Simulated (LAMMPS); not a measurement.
Pressure dependence of Al (fcc) at 560 K, from the crystal.

Method: classical MD, pair style eam/fs, file Al_mm.eam.fs, run in LAMMPS.

| P (GPa) | state | volume | coordination number |
|---|---|---|---|
| 0 | crystal; no diffusion seen in 30 ps | 17.1972 ± 0.0005 Å³/atom | 12.0 (counted to 3.54 Å) |
| 2 | crystal; no diffusion seen in 30 ps | 16.7597 ± 0.0004 Å³/atom | 12.0 (counted to 3.50 Å) |
| 5 | crystal; no diffusion seen in 30 ps | 16.2043 ± 0.0003 Å³/atom | 12.0 (counted to 3.46 Å) |

Caution (rows 2; 5): a run this short can hold a crystal over, or a liquid under, the potential's own melting point, which these runs don't give.

Estimate the isothermal bulk modulus at zero pressure. A parabola P(ln V) through the three points gives −dP/d ln V = 73 GPa at zero pressure.

States go by the mean squared displacement: a species diffuses where it passes 1.5 Å², still rises and gives D over 1e-6 cm²/s; a crystal has left its structure where atoms lie 0.35 Å off their sites on average or a cubic box changes its shape by 3 %, or the axial ratios of another lie 8 % off the starting cell's, which the potential's own relaxation can also do.

The ± values are statistical; the model's systematic error is not in them.
